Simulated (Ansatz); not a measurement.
Data:

```xyz
2
Lattice="0.0000 2.4365 2.4365 2.4365 0.0000 2.4365 2.4365 2.4365 0.0000" Properties=species:S:1:pos:R:3 pbc="T T T"
Ca     0.0000     0.0000     0.0000
O      2.4365     2.4365     2.4365
```

Computed with r2SCAN, rigid bands (plane waves, PAW, scalar-relativistic; Ansatz, a first-principles code). Condition of this run: hydrostatic pressure of -6.6 GPa (compression positive) (the target of the relaxation). How the cell was made: cell and atoms relaxed with PBEsol, then loaded as said.

Question: Predict the electron conductivity mass (n e² τ/σ) at 300 K, by direction if it differs.

Answer: 0.59 mₑ.

Question: Predict the hole conductivity mass (n e² τ/σ) at 300 K, by direction if it differs.

Answer: 1.52 mₑ.

Question: And the band gap?

Answer: 4.21 eV at this level; semilocal functionals usually fall short of the measured gap.

Rigid bands, one relaxation time for all states, no polarons. Spin-orbit coupling is left out; where it splits the top of the valence band it changes the hole mass and lowers the gap by about a third of the splitting. Geometry: cell and atoms relaxed with PBEsol.
